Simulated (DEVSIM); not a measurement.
Structure: Schottky contact on n-type Si, at 300 K.

```tsv
layer (left to right)	material	thickness (μm)	Nd (cm⁻³)	τn (s)	τp (s)
1	Si	0.500	7.5e16	0.00018	0.00018
```

Left contact: Schottky, work function 4.82 eV, emission velocity 2.4e6 cm/s. Right contact: ohmic. Voltage is applied to the left contact. Recombination: SRH at mid-gap. Mobility is constant in doping.

This is a model device: material constants are rounded textbook-type values typed into the input, and sizes, dopings and lifetimes were drawn at random. Values at 300 K; Nc and Nv go as T^1.5, mobilities as T to minus their exponent, the gap by Varshni's rule with the affinity fixed.

| parameter | Si |
|---|---|
| gap (eV) | 1.124 |
| affinity (eV) | 4.05 |
| permittivity | 11.7 |
| Nc (cm⁻³) | 2.86e19 |
| Nv (cm⁻³) | 3.1e19 |
| μn (cm²/Vs) | 1417 |
| μp (cm²/Vs) | 470 |
| T exponent of μn | 2.3 |
| T exponent of μp | 2.2 |
| Varshni α (eV/K) | 0.000473 |
| Varshni β (K) | 636 |

Model (solved in DEVSIM): 1D drift-diffusion, Boltzmann statistics, complete ionisation; no tunnelling, impact ionisation, image-force lowering or self-heating. Metal contacts follow the ideal Schottky-Mott rule: no Fermi-level pinning, no interface dipoles.

The temperature was swept, all else fixed.

| temperature (K) | dark forward voltage at 1 A/cm² (V) | dark forward voltage at 100 A/cm² (V) | potential step across the device at zero bias (V) | largest field in the device at zero bias (V/cm) |
|---|---|---|---|---|
| 250 | 0.427 | 0.527 | 0.648 | 120000 |
| 300 | 0.351 | 0.471 | 0.616 | 120000 |
| 350 | 0.275 | 0.415 | 0.584 | 110000 |
| 400 | 0.198 | 0.358 | 0.550 | 110000 |
| 450 | 0.121 | 0.299 | 0.516 | 110000 |
| 500 | 0.054 | 0.239 | 0.481 | 100000 |

From the first row to the last the dark forward voltage at 1 A/cm² goes from 0.427 to 0.054. From the first row to the last the dark forward voltage at 100 A/cm² goes from 0.527 to 0.239.
